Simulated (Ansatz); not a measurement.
Base system: LiCl in the rock salt structure (space group Fm-3m, No. 225; a = 5.112 Å). Axes: x, y, z lie along the cube axes.

The values are results of Ansatz (a quantum-chemistry and plane-wave program) r2SCAN, no spin-orbit coupling, not measurements.

Base values:

| Quantity | Value |
|---|---|
| Band gap | 7.29 eV |

The change: the symmetric strain tensor [-0.0163 -0.0086 0.0144; -0.0086 0.0113 0.0060; 0.0144 0.0060 0.0126], atoms relaxed at fixed cell.

Question: What happens to the band gap?

Answer: The band gap decreases by 0.174 eV, from 7.29 eV to 7.11 eV.

Whether these cells are dynamically stable was not tested.
